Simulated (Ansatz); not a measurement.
What pressure 15 GPa does to Na

Take Na in the bcc (W type) structure (space group Im-3m, No. 229; a = 4.1707 Å) as the base.

Modification: a hydrostatic pressure of 15 GPa.

The values are results of plane-wave PAW DFT at the PBEsol level (Ansatz, a program for electronic structure, 420 eV), no spin-orbit coupling, not measurements. Γ-centred 16×16×16 mesh, Fermi–Dirac width 0.05 eV.

```csv
quantity,base,changed,shift
volume per atom,36.28 Å³,19.70 Å³,-16.58 Å³
density,1.05 g/cm³,1.94 g/cm³,+0.89 g/cm³
lattice parameter a,4.171 Å,3.403 Å,-0.768 Å
enthalpy H = E + PV relative to the base's energy,–,+2.32 eV/atom,–
band gap,zero,zero,–
```

Final structure:

```yaml
crystal:
  lattice:
    - [-1.70129, 1.70129, 1.70129]
    - [1.70129, -1.70129, 1.70129]
    - [1.70129, 1.70129, -1.70129]
  atoms:
    - { symbol: Na, position: [0.00000, 0.00000, 0.00000] }
```

Cost of the whole job for the changed cell (relaxation, final SCF and bands): roughly 11 core-seconds.

Load acts through the strain it causes; cell and atoms are relaxed under it. Stability against distortions was not tested. Competing high-pressure phases were not computed.
